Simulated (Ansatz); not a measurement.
# Defect calculation: C interstitial started as a split pair with N in metastable zinc-blende AlN

The numbers are results of PBE, PAW (plane waves to 420 eV; Ansatz, a first-principles code), not measurements. Cell: 64 sites, 2×2×2; final energies on a 2×2×2 shifted mesh. Site at the start: split with N. Charged cells carry a point-charge image correction with potential alignment at far atoms. Dielectric constants: PBE linear response of the host. Host gap at this level: 3.31 eV. These values are not converged in cell size to better than tenths of an eV. Levels are measured in PBE's own, too narrow, gap. Spin–orbit coupling is left out. Each state is the lowest found from its start.

Formation energies E_f are given with the Fermi level at the valence-band maximum. Chemical conditions: Al-rich (Δμ(C) = -0.21 eV, bounded by Al4C3 (R-3m); only phases computed here count, gases as isolated molecules at 0 K). Reference phases: C: graphite.

The name describes the start; the neighbours show where the added atom ended.

```csv
charge,moment (μB),largest move off a lattice site (Å),neighbours of the added atom at the end (Å),image correction with alignment (eV),"E_f, Al-rich (eV)",above the lowest spin state (eV)
+2,not spin-polarised,0.43,"N 1.19, Al 2.05, Al 2.05, Al 2.66, Al 2.66",1.24,3.25,0.00
+1,1.0,0.34,"N 1.25, Al 1.96, Al 1.96, Al 2.60, Al 2.60",0.39,4.58,0.00
0,2.0,0.41,"N 1.31, Al 1.93, Al 1.93, Al 2.13",0.00,6.94,0.00
0,not spin-polarised,0.46,"N 1.29, Al 1.93, Al 1.97, Al 1.98",0.00,7.20,0.26
−1,1.0,0.24,"N 1.45, Al 1.97, Al 1.98, Al 2.08, Al 2.08",0.09,9.91,0.00
```

Transition levels above the valence-band maximum: ε(+2/+1) = 1.33 eV; ε(+1/0) = 2.36 eV; ε(0/−1) = 2.97 eV. On the lower envelope of the bound states, inside the gap: (+2/+1) at 1.33 eV; (+1/0) at 2.36 eV; (0/−1) at 2.97 eV.

Flagged in the runs: a strain field that reaches the edge of the cell.
